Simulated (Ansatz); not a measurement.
The reference is CdS in the wurtzite structure (space group P6_3mc, No. 186; a = 4.1962 Å, c = 6.8295 Å).

Computed with PBE (Ansatz, a quantum-chemistry and plane-wave program; PAW; 420 eV plane waves; no SOC).

One change was made to it. Results:

```tsv
quantity	base	after
electron mass	0.12 mₑ along c, 0.13 mₑ across (at Γ)	0.14 mₑ along c, 0.15 mₑ across (at Γ)
c/a ratio	1.628	1.630
valence-band top at Γ (three highest levels, from the VBM)	0.00, 0.00, -0.04 eV	0.00, 0.00, -0.07 eV
band gap	1.11 eV	1.40 eV
gap character	direct at Γ	direct at Γ
```

Question: What was done to the base?
A) pressure −1 GPa
B) pressure 2.1 GPa
C) pressure 22.5 GPa
D) pressure 9 GPa

Answer: D, pressure 9 GPa. For comparison, the band gap in the other runs: pressure 2.1 GPa gives 1.20 eV; pressure 22.5 GPa gives 1.49 eV; pressure −1 GPa gives 1.07 eV.

Load acts through the strain it causes; cell and atoms are relaxed under it. Masses are band curvatures over ±0.01 Å⁻¹ around the edge. No phonon test of stability was made. Measured, CdS leaves this structure (for rock salt) near 2.54 GPa (temperature not stated; as listed in Datta, Sujoy, Jana, Debnarayan, arXiv (2020)), on rising pressure, with hysteresis.
